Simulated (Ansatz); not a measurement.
AlN, response to strain

Consider AlN in the zinc blende structure (space group F-43m, No. 216; a = 4.370 Å). Axes: x, y, z lie along the cube axes.

Strains are applied to the cell and any free atomic positions relax; under biaxial strain the out-of-plane vector relaxes too.

Method: r2SCAN (Ansatz, a first-principles code), no SOC.

```csv
"biaxial strain, plane normal [111], relaxed out of plane (%)",out-of-plane strain (%)
-2.5,0.86
-2.08,?
-1.67,0.57
-1.25,0.43
-0.83,0.28
-0.42,0.14
0,0.00
```

Q: Fit ε⊥ = −νε + γε² (strains in %) to the rows shown and predict the withheld row.

A: Least squares on the printed values gives ν = 0.34 (the biaxial Poisson response) and γ = 0.003 (largest residual 0.00 %); this predicts 0.71 %, and the run gives 0.71 %, in agreement.

Stability against distortions was not tested. This is not the structure that AlN has at room temperature and ambient pressure.
